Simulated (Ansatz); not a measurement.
Start from WSe2 (space group P6_3/mmc, No. 194; layered, stacked along the Cartesian z axis).

```
WSe2
1.0
    3.23049     0.00000     0.00000
   -1.61525     2.79769     0.00000
    0.00000     0.00000    12.41108
W Se
2 4
Direct
  0.66667   0.33333   0.75000
  0.33333   0.66667   0.25000
  0.66667   0.33333   0.38545
  0.33333   0.66667   0.88545
  0.33333   0.66667   0.61455
  0.66667   0.33333   0.11455
```

Cartesian axes are those of the cell as printed.

All numbers come from PBEsol-D3(BJ) (Ansatz, a first-principles code), no spin-orbit coupling.

It is then changed as follows: the cell is scaled by 1.0180 in all directions, atoms relaxed at fixed cell.

Question: Predict the stress tensor and what it implies for the stiffness.

Answer: Stress of the strained cell less that of the base (GPa, compression positive):
```
  -4.61    0.00    0.00
   0.00   -4.61    0.00
   0.00    0.00   -2.01
```

Then B = −ΔP/(ΔV/V₀) with ΔV/V₀ = 0.0550 gives secant stiffness values (nonlinear terms included at this strain): B (at held cell shape, above the free-shape value) ≈ 68 GPa.

As a check, the harmonic strain energy −½ V₀ Δσ:ε is 12 meV/atom; the computed energy rise is 13 meV/atom.

Stability against distortions was not tested.
